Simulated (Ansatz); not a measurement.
Worked example: relaxation of the atoms of VAs2 (Cm, 6 atoms in the cell) in Ansatz (an electronic-structure program).

Method of the run: LDA (PW92), default PAW files made with PBE (plane waves; Ansatz).

The change in words: one atom moved by 0.15 angstrom; relax: default → atoms; relax.f_tol: default → 0.05 eV/Å. Reference geometry:
```xyz
6
Lattice="4.4974 -1.6350 0.0000 4.4974 1.6350 0.0000 -3.7136 0.0000 6.4433" Properties=species:S:1:pos:R:3 pbc="T T T"
V      4.6131     0.0000     5.1894
V      0.6682     0.0000     1.2539
As     2.0348     0.0000     5.7698
As     3.2466     0.0000     0.6735
As    -0.6587     0.0000     3.4461
As     5.9400     0.0000     2.9972
```

Reference input (self-consistent single point, DFT, LDA (PW92), plane waves, default PAW files made with PBE): basis.ecutwfc = 30.9 Ry; kpoints.mp_grid.grid = 7 7 3; hamiltonian.xc = lda; hamiltonian.pseudopotentials = {kind: paw} (the program's default PAW files); scf.occupations.method = fermi_dirac; scf.occupations.width = 0.0073 Ry. This run's input differs from it in these lines:

```diff
@@ -6,3 +6,3 @@
   atoms:
-    - { symbol: V, position: [0.845370, 0.845370, 0.805400] }
+    - { symbol: V, position: [0.854981, 0.854981, 0.828680] }
     - { symbol: V, position: [0.154630, 0.154630, 0.194600] }
@@ -21,2 +21,4 @@
   occupations: { method: fermi_dirac, width: 0.0073 Ry }
+relax:
+  f_tol: 0.05
 output:
```

The program printed (abridged):

```
   [... SCF lines of the steps left out ...]
relax step   1: F+E_penalty+E_count = -24818.26296032 eV  Δ(F+E_penalty+E_count) = +0.000e0 eV  max|allowed force component| = 2.206e0 eV/Å  Δτ_max = 0.0000 Å  (6 SCF iters, dr2 threshold 6.25e-5 eV, accepted)
relax step   2: F+E_penalty+E_count = -24818.41844225 eV  Δ(F+E_penalty+E_count) = -1.555e-1 eV  max|allowed force component| = 3.045e-1 eV/Å  Δτ_max = 0.1221 Å  (6 SCF iters, dr2 threshold 1.00e-4 eV, accepted)
relax step   3: F+E_penalty+E_count = -24818.42663233 eV  Δ(F+E_penalty+E_count) = -8.190e-3 eV  max|allowed force component| = 5.365e-2 eV/Å  Δτ_max = 0.0398 Å  (6 SCF iters, dr2 threshold 5.80e-6 eV, accepted)
relax step   4: F+E_penalty+E_count = -24818.42705190 eV  Δ(F+E_penalty+E_count) = -4.196e-4 eV  max|allowed force component| = 1.420e-2 eV/Å  Δτ_max = 0.0070 Å  (6 SCF iters, accepted)
the relaxation is at rest under the 2 symmetry operations that the run kept from its start: a minimum is not shown …
Free energy (F): -24818.427052 eV
Internal energy: -24818.380781 eV  (E = F + TS)
E sigma→0 (E₀):  -24818.403917 eV
Entropy (-TS):   -0.046271 eV (-7.712 meV/atom)
Fermi energy:    14.533319 eV
--- Forces (eV/Å), atoms counted from 1 ---
  atom   1  V      0.01242880    -0.00000000    -0.00077407
  atom   2  V     -0.01420496     0.00000000    -0.00207135
  atom   3  As     0.00451184    -0.00000000    -0.00012494
  atom   4  As    -0.00284830     0.00000000     0.00098933
  atom   5  As    -0.00614215    -0.00000000     0.00245082
   [... lines left out ...]
    - { symbol: As, position: [0.5974842884544085, 0.5974842884544085, 0.8986937767075169] }
    - { symbol: As, position: [0.40569619467107215, 0.40569619467107215, 0.10905608552335784] }
    - { symbol: As, position: [0.15013990354100937, 0.15013990354100937, 0.5389201922169092] }
    - { symbol: As, position: [0.8530684571538025, 0.8530684571538025, 0.4688229462872289] }
```

The run converged. 

Summary of the result:
- Free energy E − TS (on the zero of these files) = -24818.4271 eV
- Pressure = -4.76 GPa
- Largest force (vector length) = 0.014 eV/Å
- Relaxation steps = 4

The starting cell comes from a database of computed structures (which also holds hypothetical and non-ambient phases and stackings), without a prior relaxation at this level. Its lattice was rescaled by up to half a per cent. For this run, on top of that: one atom moved by 0.15 angstrom. Spin polarisation is off, so a magnetic state, if there is one, cannot be reached. Ansatz's pressure includes its estimate of the finite-basis (Pulay) stress.

Cost on one core of a shared machine: roughly 80 s.

Keys are those of Ansatz 0.2.
